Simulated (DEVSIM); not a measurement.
Structure: Cr/Al2O3/p-Ge capacitor, at 300 K.

```tsv
layer (left to right)	material	thickness (nm)	Na (cm⁻³)
1	Al2O3	2.10	-
2	Ge	3500	2.9e16
```

Metal gate on the left, work function 4.5 eV. Fixed charge at the semiconductor interface -5.9e11 cm⁻² (in units of +e); no interface traps.

The device is made up for the run: typed textbook-type constants, with dimensions and the other settings drawn at random. Values at 300 K.

```tsv
parameter	Al2O3	Ge
gap (eV)	6.8	0.664
affinity (eV)	1.35	4
permittivity	9	16
Nc (cm⁻³)	-	1.04e19
Nv (cm⁻³)	-	6e18
```

DEVSIM, 1D Poisson equation in equilibrium, Boltzmann statistics, complete ionisation; no quantum confinement or tunnelling. Metal contacts follow the ideal Schottky-Mott rule: no Fermi-level pinning, no interface dipoles.

The substrate doping was swept, all else fixed.

| substrate doping (cm^-3) | flat-band voltage (V) | threshold voltage (band bending 2φF) (V) | minimum of the low-frequency capacitance (μF/cm²) |
|---|---|---|---|
| 1.4e15 | 0.08 | 0.30 | 0.0376 |
| 2.9e15 | 0.06 | 0.32 | 0.0475 |
| 5.8e15 | 0.04 | 0.34 | 0.0616 |
| 1.4e16 | 0.02 | 0.37 | 0.0847 |
| 2.9e16 | 0.00 | 0.39 | 0.113 |
| 5.8e16 | -0.02 | 0.42 | 0.149 |

From the first row to the last the flat-band voltage goes from 0.08 to -0.02. From the first row to the last the threshold voltage (band bending 2φF) goes from 0.30 to 0.42.
